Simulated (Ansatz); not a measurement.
# RuSb2: response to strain and stress

The reference is RuSb2 (space group Pnnm, No. 58; a = 5.957 Å, b = 6.663 Å, c = 3.176 Å). Axes: x, y, z lie along a, b, c of the conventional cell.

Strains are applied to the cell and any free atomic positions relax; under stress the whole cell relaxes.

Levels (all Ansatz, a program for electronic structure, PAW): PBEsol (420 eV, without spin-orbit coupling); r2SCAN (500 eV, no spin-orbit coupling).

Band gaps by level, all at the geometries relaxed with PBEsol:

| case | PBEsol | r2SCAN |
|---|---|---|
| base | zero | 0.15 eV |
| uniaxial stress, 2 GPa compression along z | zero | 0.17 eV |
| tensor shear ε_yz = −0.22 % | zero | 0.15 eV |

Single points use the geometry relaxed with PBEsol. With Sb present, leaving out spin-orbit coupling can change the band edges. Beyond what the load breaks, stability against distortions was not tested. All final runs are without spin polarisation. A zero or small gap of RuSb2 can be the functional's error rather than a property of the material.
